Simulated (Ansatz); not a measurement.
Take AlN (space group P4_2/mnm, No. 136; a = 5.2943 Å, c = 3.1090 Å; a hypothetical phase, not in the database extracts checked) as the base.

Levels (all Ansatz, an electronic-structure program, PAW): PBEsol (420 eV, scalar-relativistic without spin-orbit coupling); HSE06 (420 eV, spin-orbit coupling left out).

Its gap is 3.75 eV with PBEsol and 5.14 eV with HSE06.

Now apply this change: cell and atoms relaxed at a pressure of 10 GPa.

With PBEsol the gap becomes 4.05 eV.

### Question
If the HSE06 correction stayed the same, what would the HSE06 gap be, and what does the HSE06 run give?

### Answer
A rigid correction of +1.39 eV gives 5.44 eV. The HSE06 run gives 5.48 eV, so the correction itself changes by +0.04 eV.

Single points use the geometry relaxed with PBEsol. HSE06 gaps are upper bounds (no full band path). Load acts through the strain it causes; cell and atoms are relaxed under it. No phonon test of stability was made. No other phases were tried under pressure.
